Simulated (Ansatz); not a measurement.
Take YN in the rock salt structure (space group Fm-3m, No. 225; a = 4.856 Å) as the base. Axes: x, y, z lie along the cube axes.

The change: the cell is compressed by 2.13 % along x with no lateral relaxation, atoms relaxed at fixed cell.

Levels (all Ansatz, a quantum-chemistry and plane-wave program, PAW): PBEsol (420 eV, scalar-relativistic without spin-orbit coupling); r2SCAN (500 eV, no spin-orbit coupling).

The geometry is relaxed with PBEsol.

```
Property               Value
--------------------  ------
PBEsol band gap         zero
PBEsol gap character  absent
```

What does r2SCAN give at this geometry for the electron mass, hole mass, band gap and gap character?

The electron mass is 1.2 mₑ along k, 0.13 mₑ across (at M); the hole mass amounts to 0.17 mₑ along x, 1.1 mₑ across (at Γ); the band gap goes from zero to 0.38 eV; the gap character goes from absent to indirect, Γ → M.

Single points use the geometry relaxed with PBEsol. A case with no gap was solved on a k-mesh chosen for an insulator, which is coarse for it. The cells carry an imposed strain or load. Effective masses come from finite differences of ±0.01 Å⁻¹. Along k means along the line from Γ to the band edge. No phonon test of stability was made. The base started in P3_121 and relaxed to Fm-3m at this level. The final runs are not spin-polarised. The zero or small gap of YN can change with the level of theory. k-point labels follow each cell's own Brillouin zone.
